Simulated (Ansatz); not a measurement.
# Hexagonal WC

Level of theory: PBE in Ansatz (PAW).

Numerical settings: plane-wave cutoff 520 eV, 24×24×22 k mesh (along the axes of the cell as run), Fermi–Dirac smearing 0.053 eV (set by the program), no spin polarisation, scalar-relativistic PAW data made under PBE.

Cell: relaxed at this level.

| Item | Value |
|---|---|
| elastic constant C11 | 702 GPa |
| elastic constant C12 | 224 GPa |
| elastic constant C13 | 171 GPa |
| elastic constant C33 | 940 GPa |
| elastic constant C44 | 301 GPa |
| elastic constant C66 | 239 GPa |
| Voigt–Reuss–Hill bulk modulus | 385 GPa |
| polycrystal shear modulus (Hill average) | 283 GPa |
| Young modulus | 682 GPa |
| Poisson ratio | 0.205 |

Elastic constants are with the ions relaxed.

Spin–orbit coupling is not included.

Computed values are for the static lattice.

Ansatz is a program for electronic structure.
